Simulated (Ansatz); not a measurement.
Start from PbTe in the rock salt structure (space group Fm-3m, No. 225).

```xyz
2
Lattice="0.0000 3.2845 3.2845 3.2845 0.0000 3.2845 3.2845 3.2845 0.0000" Properties=species:S:1:pos:R:3 pbc="T T T"
Te     0.0000     0.0000     0.0000
Pb     3.2845     3.2845     3.2845
```

Computed with DFT with PBE, PAW potentials and a 420 eV plane-wave cutoff in Ansatz (a first-principles code), scalar-relativistic without spin-orbit coupling.

For the base:

| Quantity | Result |
|---|---|
| Electron mass | 0.30 mₑ along k, 0.11 mₑ across (at L) |
| Band gap | 0.83 eV |
| Pressure | 0.00 GPa |

Perturbation: an isotropic linear strain of +2.63 %, atoms relaxed at fixed cell.

Problem. Predict the new electron mass.

Solution. The electron mass becomes 0.34 mₑ along k, 0.11 mₑ across (at L) (base: 0.30 mₑ along k, 0.11 mₑ across (at L)).

Problem. How does this affect the band gap?

Solution. The band gap increases by 0.12 eV (0.83 eV → 0.95 eV).

Problem. What does the calculation give for the pressure after the change?

Solution. The pressure goes from zero to -2.51 GPa.

With Pb and Te present, leaving out spin-orbit coupling can change the band edges. Masses are band curvatures over ±0.01 Å⁻¹ around the edge. Along k means along the line from Γ to the band edge. Whether these cells are dynamically stable was not tested.
